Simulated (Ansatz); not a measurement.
CsCl-type NiAl: LDA at its full settings (plane-wave cutoff 520 eV, 20×20×20 k mesh, Fermi–Dirac smearing 0.05 eV, no spin polarisation, scalar-relativistic PAW data made under PBE) and at cheaper ones, in a cell of 2 atoms with Γ-centred meshes.

| level and setting | lattice parameter a (Å) | bulk modulus B0 (GPa) |
|---|---|---|
| LDA (Ansatz) | 2.832 | 186 |
| LDA (Γ point alone) (Ansatz) | 2.889 | 154 |
| LDA (2×2×2 k mesh) (Ansatz) | 2.851 | 189 |
| LDA (4×4×4 k mesh) (Ansatz) | 2.828 | 189 |

Largest shifts from the full settings: lattice constant a +2.01 % (LDA (Γ point alone)), against a difference of -1.73 % of the full result from the reference 2.882 Å (measured, extrapolated to 0 K, zero-point anharmonic expansion removed (Haas, Tran, Blaha 2009); as tabulated in Levämäki et al. (2014), arXiv:1402.3671); bulk modulus -17.2 % (LDA (Γ point alone)), against a difference of +19.2 % of the full result from the reference 156 GPa (measured, room temperature, not corrected to a static lattice; as tabulated in Yamada et al. (2019), arXiv:1910.09660).

Ansatz's density-functional and Hartree–Fock values are scalar-relativistic unless marked +SOC, with PAW data made under PBE.

Run with cheap settings on purpose, which may leave them unconverged: LDA (2×2×2 k mesh), LDA (4×4×4 k mesh), LDA (Γ point alone).

Ansatz is a quantum-chemistry and plane-wave program.
